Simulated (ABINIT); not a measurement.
# A short convergence ladder for InBi (R3m, 2 atoms in the cell)

```xyz
2
Lattice="0.0000 3.3937 3.3937 3.3937 0.0000 3.3937 3.3937 3.3937 0.0000" Properties=species:S:1:pos:R:3 pbc="T T T"
In     0.0289     0.0289     0.0289
Bi     1.6968     1.6968     1.6968
```

Base method: PBEsol, norm-conserving pseudopotentials (PseudoDojo nc-sr-04 PBEsol standard) (plane waves; ABINIT).

Base settings: pseudos = [In.upf, Bi.upf]; ecut = 35 Ha; occopt = 7; tsmear = 0.00367493 Ha; ngkpt = 4 4 4; nshiftk = 1; shiftk = 0 0 0; potentials = PseudoDojo nc-sr-04 PBEsol standard; nband = 19; kptopt = 1.

The count of work is k-points × plane waves × bands × iterations; it is no time. 

**The k-point mesh**

The second cell is the first with its lattice scaled by 0.98.

Only quantities that move along the ladder and can be compared are tabulated.

| ngkpt | free energy less the last step's (meV/atom) | energy of the compressed cell less the first (meV/atom) | pressure (GPa) | largest difference of a force vector from the last step's (eV/Å) | count of work / last |
|---|---|---|---|---|---|
| 2 2 2 | 805.55 | 89.12 | 4.76 | 0.180 | 0.052 |
| 4 4 4 | 69.26 | 8.34 | -0.49 | 0.015 | 0.30 |
| 5 5 5 | 24.96 | 3.87 | -0.77 | 0.012 | 0.43 |
| 7 7 7 | 0.00 | 2.15 | -0.88 | 0.000 | 1.0 |

Coarsest ngkpt that holds the pressure within 0.5 GPa of the last step, with all finer ones: 4 4 4, at 0.30 of the last step's count of work; the step before is off by 5.6 GPa.

Coarsest ngkpt that holds the energy of the compressed cell less the first within 2 meV/atom: not settled: the last two steps still differ by 1.7 meV/atom, over half the tolerance, so the ladder does not show it.

Coarsest ngkpt that holds the forces within 0.02 eV/Å: not settled: the last two steps still differ by 0.012 eV/Å, over half the tolerance, so the ladder does not show it.

On the base run: the starting cell comes from a database of computed structures (which also holds hypothetical and non-ambient phases and stackings), without a prior relaxation at this level. Its lattice was rescaled by up to half a per cent. One atom was moved a little off its site on purpose.
